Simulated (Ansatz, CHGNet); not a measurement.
## Segregation of Sb: Si (diamond structure), Σ11 (113) [1-10] symmetric tilt

One Sb atom replaces one Si atom in a bicrystal of 56 atoms (one solute to 50 Å² of one boundary, a high coverage); atoms relaxed, cell held. Energies count from the site farthest from both boundaries, which lies only 5.6 Å away; negative means that the solute is drawn to the site. The cell is neutral, and spin is allowed where the electrons are odd. 

Levels: PBE (Ansatz, a first-principles code, plane waves, PAW) and the machine-learned potential CHGNet 0.3.0. Spin-orbit coupling is left out.

```csv
distance (Å),PBE (eV),CHGNet (eV)
0.69,-0.17,-0.21
0.69,-0.17,-0.21
1.13,-0.69,-0.60
2.35,-0.22,-0.21
5.65,0.00,0.00
```
